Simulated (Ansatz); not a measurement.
The reference is MgSe in the rock salt structure (space group Fm-3m, No. 225; a = 5.450 Å).

The change: cell and atoms relaxed at a pressure of 9 GPa.

Method: plane-wave PAW DFT at the PBEsol level (Ansatz, a quantum-chemistry and plane-wave program, 420 eV), spin-orbit coupling left out.

Base, band edges from the VBM (valence, conduction): X -1.80, 1.78; W -2.57, 4.53; L -0.59, 3.71; Γ 0.00, 2.50; K -1.45, 3.00; U -1.45, 3.00 eV.

Task: Give the band edges at the high-symmetry points of the new zone, measured from its valence-band maximum.

Result: 
```csv
point,valence edge (eV),conduction edge (eV)
Γ,0.00,3.30
X,-2.09,1.95
U,-1.70,3.10
K,-1.70,3.10
L,-0.73,3.84
W,-2.93,4.96
```

The gap is 1.95 eV, indirect, Γ → X.

Load acts through the strain it causes; cell and atoms are relaxed under it. Whether these cells are dynamically stable was not tested. No other phases were tried under pressure.
